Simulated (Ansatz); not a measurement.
GaN (model structure, started from the MgO type, Pm-3n, No. 223, 12 atoms in the cell), treated with r²SCAN+rVV10 in Ansatz (plane waves, PAW).

Input:

Ansatz 0.2 input:
```yaml
crystal:
  lattice:
    - [5.4987191267, 0.0, 0.0]
    - [0.0, 5.4987191267, 0.0]
    - [0.0, 0.0, 5.4987191267]
  atoms:
    - { symbol: Ga, position: [0.25, 0.0, 0.5] }
    - { symbol: Ga, position: [0.75, 0.0, 0.5] }
    - { symbol: Ga, position: [0.5, 0.75, 0.0] }
    - { symbol: Ga, position: [0.5, 0.25, 0.0] }
    - { symbol: Ga, position: [0.0, 0.5, 0.75] }
    - { symbol: Ga, position: [0.0, 0.5, 0.25] }
    - { symbol: N, position: [0.25, 0.5, 0.0] }
    - { symbol: N, position: [0.75, 0.5, 0.0] }
    - { symbol: N, position: [0.0, 0.75, 0.5] }
    - { symbol: N, position: [0.0, 0.25, 0.5] }
    - { symbol: N, position: [0.5, 0.0, 0.75] }
    - { symbol: N, position: [0.5, 0.0, 0.25] }
basis:
  ecutwfc: 560
  ecutrho_ratio: 4
  xc_grid: 3
kpoints:
  mp_grid: { grid: [6, 6, 6] }
  band_path:
    path:
      - [0.0, 0.0, 0.0]
      - [0.0, 0.1, 0.0]
      - [0.0, 0.2, 0.0]
      - [0.0, 0.3, 0.0]
      - [0.0, 0.4, 0.0]
      - [0.0, 0.5, 0.0]
      - [0.1, 0.5, 0.0]
      - [0.2, 0.5, 0.0]
      - [0.3, 0.5, 0.0]
      - [0.4, 0.5, 0.0]
      - [0.5, 0.5, 0.0]
      - [0.428571, 0.428571, 0.0]
      - [0.357143, 0.357143, 0.0]
      - [0.285714, 0.285714, 0.0]
      - [0.214286, 0.214286, 0.0]
      - [0.142857, 0.142857, 0.0]
      - [0.071429, 0.071429, 0.0]
      - [0.055556, 0.055556, 0.055556]
      - [0.111111, 0.111111, 0.111111]
      - [0.166667, 0.166667, 0.166667]
      - [0.222222, 0.222222, 0.222222]
      - [0.277778, 0.277778, 0.277778]
      - [0.333333, 0.333333, 0.333333]
      - [0.388889, 0.388889, 0.388889]
      - [0.444444, 0.444444, 0.444444]
      - [0.5, 0.5, 0.5]
      - [0.428571, 0.5, 0.428571]
      - [0.357143, 0.5, 0.357143]
      - [0.285714, 0.5, 0.285714]
      - [0.214286, 0.5, 0.214286]
      - [0.142857, 0.5, 0.142857]
      - [0.071429, 0.5, 0.071429]
      - [0.5, 0.5, 0.4]
      - [0.5, 0.5, 0.3]
      - [0.5, 0.5, 0.2]
      - [0.5, 0.5, 0.1]
    npoints: 1
hamiltonian:
  xc: r2scan
  dispersion: rvv10
  pseudopotentials: { kind: paw }
scf:
  occupations: { method: fermi_dirac, width: 0.01 }
  convergence: { dr2_threshold: 0.0000000012 }
output:
  forces: true
  stress: true
  eigenvalues: true
  write_bands: true
```

Output (set-up and result lines):

```
Crystal: 12 atoms, lattice volume = 166.259 Å³
Basis set: ecut = 560 eV, 4945 PW (Γ), exchange–correlation on 135×135×135 points (27 copies of the dense FFT grid, shifted against one another)
Bands: 66, of which v1, the nominal top of the filled ones, is band 54 counted from 1 (53 counted from 0)
Symmetry: 48 space group operations
Space group: Pm-3n (ITA 223), of the structure as read, at distance tolerance 5.5e-5 Å
k-points: 20 of 216
Functional: x = r2scan, c = r2scan + rvv10(b = 11.95, C = 0.0093); τ floored in thin density (d = 2e-4 eV/Å³)
SCF iter   1: F=—  HF=-25047.669239 eV  |F-HF|=—  |Δ(HF+E_count)|=         —  Δρ=1.01e-2  dr2=7.16e-2  dr2_τ=5.63e-1
SCF iter   2: F=—  HF=-25047.859753 eV  |F-HF|=—  |Δ(HF+E_count)|=   1.91e-1  Δρ=4.83e-3  dr2=2.67e-2  dr2_τ=1.11e-3
  ...
SCF iter   9: F=—  HF=-25047.856548 eV  |F-HF|=—  |Δ(HF+E_count)|=   1.18e-8  Δρ=1.80e-6  dr2=5.06e-9  dr2_τ=8.00e-11
SCF iter  10: F=-25047.856548 eV  HF=-25047.856548 eV  |F-HF|=1.06e-10  |Δ(HF+E_count)|=   1.20e-9  Δρ=3.12e-7  dr2=1.44e-10  dr2_τ=2.72e-12
SCF 1 converged in 10 iterations: F = -25047.856548 eV  dr2 = 1.44e-10
SCF converged after 10 iterations
Free energy (F): -25047.856548 eV
Internal energy: -25047.856548 eV  (E = F + TS)
E sigma→0 (E₀):  -25047.856548 eV
Fermi energy:    7.892467 eV
--- Stress (GPa, compression-positive) ---
        0.002589      -0.000000       0.000000
        0.000000       0.002589       0.000000
        0.000000       0.000000       0.002589
  P = ⅓ Tr σ = 0.0026 GPa (0.026 kbar)
```

The PAW data were made under PBE.

Note: the relaxation could raise the start's symmetry but not lower it, so the cell can be a saddle point.

A model structure was made by putting elements into a prototype or built by hand; it is no filed structure, need not be a known phase, and can be a saddle point held by its symmetry.

Ansatz is a first-principles code.
